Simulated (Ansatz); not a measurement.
# Effect of biaxial strain −1.50 %, plane normal [001], relaxed out of plane on BaTiO3

Take BaTiO$_{3}$ in the cubic perovskite structure (space group Pm-3m, No. 221; a = 3.994 Å) as the base. Axes: x, y, z lie along the cube axes.

The change: biaxial strain −1.50 %, plane normal [001], relaxed out of plane (Cartesian); in-plane vectors clamped, the third vector and the atoms free.

Level of theory: r2SCAN/PAW in Ansatz (a first-principles code), no spin-orbit coupling, earlier PAW set. Γ-centred 8×8×8 mesh, Fermi–Dirac width 0.05 eV.

| quantity | base | changed | shift |
|---|---|---|---|
| volume per atom | 12.75 Å³ | 12.51 Å³ | -0.24 Å³ |
| space group | Pm-3m (No. 221) | P4/mmm (No. 123) | – |
| shortest interatomic distance | 1.997 Å | 1.967 Å | -0.030 Å |
| energy relative to the base (free energy F) | 0 meV/atom | +6.5 meV/atom | +6.5 meV/atom |
| pressure (mean of the normal stresses, compression positive) | 0.0 kbar | 37.6 kbar | +37.6 kbar |
| band gap | 2.18 eV | 2.17 eV | -0.01 eV |
| gap character | – | indirect, A → Γ | – |
| smallest direct gap | 2.28 eV | 2.28 eV | 0.00 eV |
| out-of-plane strain | – | +1.13 % | – |
| ratio −ε⊥/ε∥ | – | 0.75 | – |
| mean in-plane stress (compression positive) | – | +5.6 GPa | – |

Final structure (turned so that z lies along the plane normal):

```xyz
5
Lattice="3.9345 0.0000 0.0000 0.0000 3.9345 0.0000 0.0000 0.0000 4.0396" Properties=species:S:1:pos:R:3 pbc="T T T"
Ba     0.0000     0.0000     0.0000
Ti     1.9673     1.9673     2.0198
O      0.0000     1.9673     2.0198
O      1.9673     1.9673     0.0000
O      1.9673     0.0000     2.0198
```

Whether these cells are dynamically stable was not tested. All final runs are without spin polarisation. Many cubic perovskites are stable only at high temperature; tilts and polar distortions were not tested. This is not the structure that BaTiO3 has at room temperature and ambient pressure. k-point labels follow each cell's own Brillouin zone.
